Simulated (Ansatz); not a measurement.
**ZnO, response to strain**

Base system: ZnO in the wurtzite structure (space group P6_3mc, No. 186; a = 3.230 Å, c = 5.214 Å). Axes: x lies along a and z along c of the hexagonal cell.

Strains are applied to the cell and any free atomic positions relax.

Computed with PBEsol (Ansatz, a first-principles code, PAW, scalar-relativistic without spin-orbit coupling).

Notes on the quantities. energy relative to the base: free energy F; pressure: mean of the normal stresses, compression positive.

```tsv
variant	band gap	energy relative to the base	pressure	volume per atom
base	0.70 eV	0 meV/atom	0.00 GPa	11.78 Å³
tensor shear ε_xz = +0.33 %	0.70 eV	+0.1 meV/atom	0.00 GPa	11.78 Å³
tensor shear ε_xz = +1.33 %	0.69 eV	+0.9 meV/atom	-0.02 GPa	11.78 Å³
tensor shear ε_xz = +1.00 %	0.70 eV	…	-0.01 GPa	11.78 Å³
tensor shear ε_xz = +1.67 %	0.69 eV	+1.5 meV/atom	-0.03 GPa	11.77 Å³
tensor shear ε_xz = +2.00 %	0.68 eV	+2.1 meV/atom	-0.05 GPa	11.77 Å³
tensor shear ε_xz = +0.67 %	0.70 eV	+0.2 meV/atom	-0.01 GPa	11.78 Å³
```

Question: What belongs in the blanks?

Answer: 
- tensor shear ε_xz = +1.00 %, energy relative to the base: +0.5 meV/atom

Gaps are Kohn–Sham eigenvalue differences; semilocal functionals usually give less than the measured gap. Stability against distortions was not tested.
